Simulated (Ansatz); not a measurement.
## PBE against PBEsol: hypothetical diamond Al

The parent structure is Al in the diamond structure (space group Fd-3m, No. 227; a = 6.048 Å; a hypothetical phase, not in the database extracts checked).

(Cell as relaxed with PBE.)

Levels (all Ansatz, a quantum-chemistry and plane-wave program, PAW): PBE (420 eV, no SOC); PBEsol (420 eV, scalar-relativistic without spin-orbit coupling).

Each level relaxes its own structure.

| quantity | PBE | PBEsol |
|---|---|---|
| volume per atom | 27.65 Å³ | 26.94 Å³ |
| lattice parameter a | 6.048 Å | 5.995 Å |
| band gap | zero | zero |

PBE's volume per atom lies 0.71 Å³ above PBEsol's (2.6 %); PBE's lattice parameter a lies 0.0524 Å above PBEsol's (0.9 %); the two agree on the band gap. Neither level is exact; PBEsol is the comparison here, not a measurement.

Stability against distortions was not tested.
